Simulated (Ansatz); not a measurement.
## CsCl-type CoGa

These are PBE-D3(BJ) (Ansatz, an electronic-structure program, plane waves, PAW) values and carry that method's errors.

Settings: plane-wave cutoff 500 eV, 20×20×20 k mesh, Fermi–Dirac smearing 0.1 eV, no spin polarisation, scalar-relativistic PAW data made under PBE.

Cell (relaxed at this level):

Space group Pm-3m (No. 221); a = b = c = 2.850 Å, α = β = γ = 90.00°

```
atom  site  symmetry       x       y       z
----  ----  --------  ------  ------  ------
Ga      1b      m-3m  0.5000  0.5000  0.5000
Co      1a      m-3m  0.0000  0.0000  0.0000
```

```yaml
volume_per_atom: 11.58 Å³/atom
equilibrium_lattice_constant_a: 2.850 Å
```

Measured, for comparison: lattice constant a 2.878 Å (temperature not stated, copied from a table, unchecked, not corrected to a static lattice; as tabulated in Monatshefte fuer Chemie und verwandte Teile anderer Wissenschaften 123, 509 (1992)). Computed (rounded) less measured: lattice constant a not scored (unchecked). A static lattice is as a rule a little smaller and stiffer than an uncorrected measurement, which narrows the difference in the lattice constant a and would widen misses of the other sign.

The computed numbers hold no vibrational or temperature effects.

Computing time: about 30 core-seconds (a rough figure).
